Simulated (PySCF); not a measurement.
PySCF 2.14.0, BP86/def2-svp, df: Te(tBu)(OH) (CC(C)(C)[Te]O), 16 atoms. The geometry is a generated start, not checked to be a minimum at this level.

| Quantity | Result |
|---|---|
| task | energy |
| method | bp86 |
| basis | def2-svp |
| two-electron scheme | density fitting |
| mol.max_memory | 3000 MB |
| mf.max_cycle | 100 |
| mf.conv_tol | 1e-09 (default) |
| mf.grids.level | 3 (default) |
| effective core potentials | those of the basis set, past Kr |
| basis functions | 146 |
| grid points | 190592 |

```xyz
16

Te     0.4440     1.5462     1.4898
C     -0.0148    -0.1744     0.1972
C     -0.2907    -1.3408     1.1306
C     -1.2348     0.1387    -0.6529
C      1.1885    -0.4539    -0.6842
H     -0.5131    -2.2366     0.5505
H     -1.1426    -1.1334     1.7758
H      0.5737    -1.5488     1.7586
H     -2.1009     0.3622    -0.0314
H     -1.0386     0.9909    -1.3009
H     -1.4799    -0.7156    -1.2849
H      1.4300     0.4215    -1.2822
H      2.0590    -0.7122    -0.0843
H      0.9762    -1.2850    -1.3589
O      0.9332     2.7749    -0.0079
H      0.2110     3.3663    -0.2149
```

With the defaults (mf.DIIS = CDIIS, mf.diis = true, mf.level_shift = 0, mf.init_guess = minao, mf.diis_space = 8, newton = off) it converges in 16 Fock builds. One run each on 2 threads, 1 BLAS thread, with these changes:
- newton = Hessian by the SCF's own integrals
- mf.diis_space = 3
- mf.level_shift = 1 Hartree
- mf.DIIS = EDIIS
- mf.init_guess = atom
- mf.init_guess = mod_huckel
- mf.diis = false
- mf.init_guess = 1e
- mf.init_guess = huckel

Which of these changes keep the SCF from converging, or lead it to another solution?

No convergence: mf.DIIS = EDIIS; mf.diis = false (the run ends without SCF convergence in 100 cycles). The rest reach the solution of the defaults.

| setting | Fock builds | end |
|---|---|---|
| mf.init_guess = atom | 14 | same solution |
| the defaults | 16 | same solution |
| mf.init_guess = mod_huckel | 19 | same solution |
| mf.init_guess = huckel | 20 | same solution |
| mf.init_guess = 1e | 21 | same solution |
| mf.diis_space = 3 | 40 | same solution |
| mf.level_shift = 1 Hartree | 59 | same solution |
| newton = Hessian by the SCF's own integrals | 85 | same solution |
| mf.DIIS = EDIIS | 101 | no convergence |
| mf.diis = false | 101 | no convergence |

Under newton the count holds the products with the orbital Hessian.
